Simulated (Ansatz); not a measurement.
# PbO2: transverse stress against strain

PbO2 (rutile, P4_2/mnm, 14.821 Å³/atom at rest, c along z) under a strain ε along c (axis z), the other axes held. PBE in Ansatz, a plane-wave DFT program (PAW, default set), 420 eV, 9×9×14 Γ-centred mesh, Fermi-Dirac smearing 0.05 eV; ions are relaxed within the symmetry of each cell. Stress is positive for a compressed cell.

Here s stands for strain and y for stress xx.

| strain (%) | stress xx (GPa) |
|---|---|
| -1.20 | 1.23 |
| -0.60 | 0.61 |
| 0.00 | -0.01 |
| 0.60 | -0.60 |
| 1.20 | -1.17 |
| 3.00 | ? |

Task: Fit y against s with a straight line, and predict the withheld value at s = 3.00.

Result: Means: s 0, y 0.012. About the means, the sum of products is -3.6060 and the sum of squares of s is 3.6000; the slope is their ratio. Least squares gives y = 0.012 - 1.0017·s. Residuals (row less fit): 0.016, -0.003, -0.022, -0.011, 0.020; standard error 0.021 (degrees of freedom: 3). The slope gives the elastic constant C13 = 100 ± 1.1 GPa. At the withheld row, y = 0.012 - 1.0017 × 3.0 = -2.993 GPa. The calculation gives -2.78 GPa, 0.213 GPa above the prediction (5.3 % of the range of y in the table). The row lies outside the fitted rows, so this is an extrapolation. From the scatter of the fitted rows alone, a prediction at this place has a standard error of 0.040 GPa, so the miss is 5.3 times that.

One order more, fitted to all 11 runs of the series, follows each within 0.01, so the miss is the next term of a smooth law. In a metal these values are sensitive to mesh and smearing; energies are taken to zero smearing, stresses follow the free energy. Rows are the converged runs of the series near zero and its far end; series whose fitted rows scatter by over a few per cent of the range, as at a crossing or softening among them, aren't shown in this form. Most that stay on the fit to the last digits aren't either.
